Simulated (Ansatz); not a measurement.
The parent structure is HfO2 in the fluorite structure (space group Fm-3m, No. 225; a = 5.098 Å).

(Cell as relaxed with PBE.)

Levels (all Ansatz, an electronic-structure program, PAW, earlier PAW set): PBE (420 eV, no spin-orbit coupling); r2SCAN (500 eV, no SOC).

Each level relaxes its own structure.

```json
[
 {"base": "volume per atom", "PBE": "11.04 Å³", "r2SCAN": "10.79 Å³"},
 {"base": "lattice parameter a", "PBE": "5.098 Å", "r2SCAN": "5.059 Å"},
 {"base": "band gap", "PBE": "3.75 eV", "r2SCAN": "4.30 eV"}
]
```

Modification: a hydrostatic pressure of 60 GPa.

```tsv
quantity	PBE	r2SCAN
band gap	4.14 eV	___
electron mass	0.99 mₑ along k, 0.67 mₑ across (at X)	___
shift of the gap caused by the change	+0.40 eV	___
```

### Question
What does r2SCAN give?

### Answer

- band gap, r2SCAN: 4.71 eV
- electron mass, r2SCAN: 0.98 mₑ along k, 0.69 mₑ across (at X)
- shift of the gap caused by the change, r2SCAN: +0.41 eV

PBE's band gap lies 0.565 eV below r2SCAN's. Neither level is exact; r2SCAN is the comparison here, not a measurement.

Spin-orbit coupling, missing from the scalar runs, can matter with Hf. Load acts through the strain it causes; cell and atoms are relaxed under it. Effective masses come from finite differences of ±0.01 Å⁻¹. Along k means along the line from Γ to the band edge. No phonon test of stability was made. No other phases were tried under pressure. This is not the structure that HfO2 has at room temperature and ambient pressure.
